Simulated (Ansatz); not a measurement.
The parent structure is ZrIr3 in the Cu3Au type structure (space group Pm-3m, No. 221; a = 3.934 Å; relaxed with 0.1 eV smearing). Axes: x, y, z lie along the cube axes.

The change: uniaxial strain ε_xx = −1.11 %, all other strain components held at zero; the atoms relax in the strained cell.

Levels (all Ansatz, a first-principles code, PAW): PBEsol (420 eV, no SOC); PBEsol+SOC (420 eV, noncollinear with spin-orbit coupling).

The geometry is relaxed with PBEsol.

```
Quantity           Value
---------------  -------
PBEsol pressure  3.4 GPa
```

With PBEsol+SOC at the same geometry, the pressure increases by 0.2 GPa, from 3.4 GPa to 3.6 GPa.

Single points use the geometry relaxed with PBEsol. The spin-orbit shifts are approximate. No phonon test of stability was made. The runs without spin-orbit coupling are not spin-polarised.
